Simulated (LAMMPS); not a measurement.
Pressure dependence of Zr (hcp) at 1280 K, from the crystal.

All values are model results, not measurements: classical MD, pair style eam/fs, file Zr_mm.eam.fs; code LAMMPS.

```csv
P (GPa),state,volume,coordination number
0,crystal; no diffusion seen in 30 ps,23.9317 ± 0.0008 Å³/atom,12.0 (counted to 3.98 Å)
2,crystal; no diffusion seen in 30 ps,23.3952 ± 0.0007 Å³/atom,12.0 (counted to 3.94 Å)
5,crystal; no diffusion seen in 30 ps,22.6757 ± 0.0007 Å³/atom,12.0 (counted to 3.90 Å)
```

Caution: in nature this polymorph isn't the stable one over the whole range of temperature at this pressure, and short runs keep a crystal in its starting form.

Caution (rows 2; 5): a run this short can hold a crystal over, or a liquid under, the potential's own melting point, which these runs don't give.

Estimate the isothermal bulk modulus at zero pressure. A parabola P(ln V) through the three points gives −dP/d ln V = 85 GPa at zero pressure.

States go by the mean squared displacement: a species diffuses where it passes 1.5 Å², still rises and gives D over 1e-6 cm²/s; a crystal has left its structure where atoms lie 0.35 Å off their sites on average or a cubic box changes its shape by 3 %, or the axial ratios of another lie 8 % off the starting cell's, which the potential's own relaxation can also do.

Errors shown are sampling errors alone.
